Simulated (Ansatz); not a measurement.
Data:

```
CELL_PARAMETERS angstrom
      3.11491     0.00000     0.00000
     -1.55746     2.69759     0.00000
      0.00000     0.00000    11.70481
ATOMIC_POSITIONS crystal
  W  0.33333 0.66667 0.25000
  W  0.66667 0.33333 0.75000
  Se 0.33333 0.66667 0.60520
  Se 0.66667 0.33333 0.10520
  Se 0.66667 0.33333 0.39480
  Se 0.33333 0.66667 0.89480
```

No spin polarisation.

A single point on WSe2 with a change (pressure 15 GPa), its geometry relaxed with PBEsol-D3(BJ).

The values are results of r2SCAN (Ansatz, an electronic-structure program), no spin-orbit coupling, not measurements. Γ-centred 12×12×3 mesh, Fermi–Dirac width 0.05 eV.

### Question
What is the computed smallest direct gap?

### Answer
1.16 eV.

### Question
What band gap does the calculation give?

### Answer
0.31 eV.

### Question
Predict the width of the top valence band.

### Answer
1.98 eV.

Single points use the geometry relaxed with PBEsol-D3(BJ). Spin-orbit coupling, missing from the scalar runs, can matter with W. Load acts through the strain it causes; cell and atoms are relaxed under it. Whether these cells are dynamically stable was not tested. Competing high-pressure phases were not computed. The cell was made from WSe2 in the 2H-MoS2 type structure (space group P6_3/mmc, No. 194; layered, stacked along the Cartesian z axis) by this change: pressure 15 GPa.
